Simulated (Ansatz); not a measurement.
## Habitual settings against a tight run: Sn (Fd-3m, 2 atoms in the cell)

Self-consistent single point.

```
Sn
1.0
    0.00000     3.28137     3.28137
    3.28137     0.00000     3.28137
    3.28137     3.28137     0.00000
Sn
2
Direct
  0.00000   0.00000   0.00000
  0.25000   0.25000   0.25000
```

Computed with PBE, PAW files (plane waves; Ansatz, a quantum-chemistry and plane-wave program).

Base settings: basis.ecutwfc = 420 eV; kpoints.mp_grid.grid = 12 12 12; hamiltonian.xc = pbe; hamiltonian.pseudopotentials = {kind: paw} (an earlier, softer set of the program's PAW files); scf.occupations.method = methfessel_paxton; scf.occupations.width = 0.2 eV.

Tight run (finer mesh or higher cutoff; not a proven limit): basis.ecutwfc: 420 eV → 590 eV; kpoints.mp_grid.grid: 12 12 12 → 17 17 17; scf.convergence.dr2_threshold: default (1e-07 eV) → 1e-09 eV. It gave Fermi level (on the code's own zero) 7.49 eV; pressure 1.65 GPa.

Quick runs, as changes from the base:
- A: the base itself
- B: basis.ecutwfc: 420 eV → 250 eV; kpoints.mp_grid.grid: 12 12 12 → 6 6 6; scf.occupations.method: methfessel_paxton → fermi_dirac; scf.occupations.width: 0.2 eV → 0.272 eV; scf.convergence.dr2_threshold: default (1e-07 eV) → 0.001 eV
- C: basis.ecutwfc: 420 eV → 210 eV; kpoints.mp_grid.grid: 12 12 12 → 4 4 4; scf.occupations.method: methfessel_paxton → gaussian; scf.convergence.dr2_threshold: default (1e-07 eV) → 0.001 eV
- D: basis.ecutwfc: 420 eV → 210 eV; kpoints.mp_grid.grid: 12 12 12 → 2 2 2; hamiltonian.xc: pbe → lda; scf.occupations.method: methfessel_paxton → cold; scf.occupations.width: 0.2 eV → 0.136 eV [LDA (PW92)]

Energies are extrapolated to zero smearing width, which holds to low order in the width alone.

Dashes: energy of D, another energy zero.

† marks runs with another functional, U, potentials or spin treatment: their distance from the tight run is not a convergence error alone.

The count of work is k-points × plane waves × bands × iterations; it is no time. 

Pressures in the table are Ansatz's without its Pulay estimate, at a fixed set of plane waves; the tight run's value above holds the estimate.

The starting cell comes from a database of computed structures (which also holds hypothetical and non-ambient phases and stackings), without a prior relaxation at this level. Its lattice was rescaled by a random factor within 2.5 % of one.

| run | energy less tight (meV/atom) | pressure less tight (GPa) | count of work / tight |
|---|---|---|---|
| A | 0.8 | 0.01 | 0.21 |
| B | 379.6 | -12.44 | 0.018 |
| C | 2454.6 | -64.65 | 0.0063 |
| D† | – | -60.77 | 0.0033 |

Among the runs at the tight run's level, the energy misses run from 0.8 to 2454.6 meV/atom.

Left out of this page: 2 runs of the series unsound by tests on forces, stress, charge or solver warnings.

Keys are those of Ansatz 0.2.
